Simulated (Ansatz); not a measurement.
## Effect of isotropic strain −3.00 % on Ag

The reference is Ag in the fcc (Cu type) structure (space group Fm-3m, No. 225; a = 4.148 Å; relaxed with 0.1 eV smearing).

It is then changed as follows: every lattice vector is shortened by 3.00 %, atoms relaxed at fixed cell.

All numbers come from plane-wave PAW DFT at the PBE level (Ansatz, a quantum-chemistry and plane-wave program, 420 eV), no SOC. Γ-centred 27×27×27 mesh, Fermi–Dirac width 0.1 eV.

```csv
quantity,base,changed,shift
space group,Fm-3m (No. 225),Fm-3m (No. 225),–
shortest interatomic distance,2.933 Å,2.845 Å,-0.088 Å
energy relative to the base (free energy F),0 meV/atom,+47 meV/atom,+47 meV/atom
pressure,0.0 GPa,10.8 GPa,+10.8 GPa
band gap,zero,zero,–
```

Cost of the whole job for the changed cell (relaxation, final SCF and bands): about 14 core-seconds (a rough figure).

Stability against distortions was not tested.
